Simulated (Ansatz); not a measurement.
Start from WC (space group P-6m2, No. 187; a = 2.884 Å, c = 2.812 Å; relaxed with 0.1 eV smearing). Axes: x lies along a and z along c of the hexagonal cell.

Structures relaxed with plane-wave PAW DFT at the LDA level (Ansatz, a quantum-chemistry and plane-wave program, 420 eV), scalar-relativistic without spin-orbit coupling.

Base:

Simulated powder pattern, Mo Kα, λ = 0.71073 Å (kinematic, ideal powder, no thermal factors, no anomalous dispersion; the 14 strongest lines at most, above 2 %, up to 2θ = 40°):

```csv
2θ (°),I/Imax (%),hkl
14.52,40,(001)
16.36,97,(100)
21.94,100,(101)
28.53,25,(110)
29.29,7.6,(002)
32.16,29,(111)
33.06,14,(200)
33.72,26,(102)
36.28,22,(201)
```

After one change:

Simulated powder pattern, Mo Kα, λ = 0.71073 Å (kinematic, ideal powder, no thermal factors, no anomalous dispersion; the 14 strongest lines at most, above 2 %, up to 2θ = 40°):

| 2θ (°) | I/Imax (%) |
|---|---|
| 14.38 | 41 |
| 16.36 | 95 |
| 21.84 | 100 |
| 28.53 | 24 |
| 28.99 | 7.7 |
| 32.09 | 29 |
| 33.06 | 14 |
| 33.46 | 27 |
| 36.22 | 22 |

Question: Which change produced these results?
A) uniaxial strain ε_zz = +1.00 %
B) uniaxial strain ε_zz = −1.00 %
C) uniaxial strain ε_zz = −2.00 %
D) uniaxial strain ε_zz = −0.50 %

Answer: A, uniaxial strain ε_zz = +1.00 %. Its volume per atom is 10.23 Å³ against 10.13 Å³, and its space group is P-6m2 (No. 187).

Whether these cells are dynamically stable was not tested. The final runs are not spin-polarised.
